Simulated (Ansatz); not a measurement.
Consider ZnS in the zinc blende structure (space group F-43m, No. 216; a = 5.297 Å). Axes: x, y, z lie along the cube axes.

Level of theory: Kohn–Sham DFT with the LDA functional, run in Ansatz (a quantum-chemistry and plane-wave program) with PAW and 420 eV plane waves, spin-orbit coupling left out.

The change: biaxial strain −2.00 %, plane normal [001], relaxed out of plane (Cartesian); in-plane vectors clamped, the third vector and the atoms free.

Problem. How does this affect the ratio −ε⊥/ε∥?

Solution. The ratio −ε⊥/ε∥ is 1.20.

Problem. What does the calculation give for the energy relative to the base after the change?

Solution. The energy rises by 4.9 meV/atom.

Whether these cells are dynamically stable was not tested.
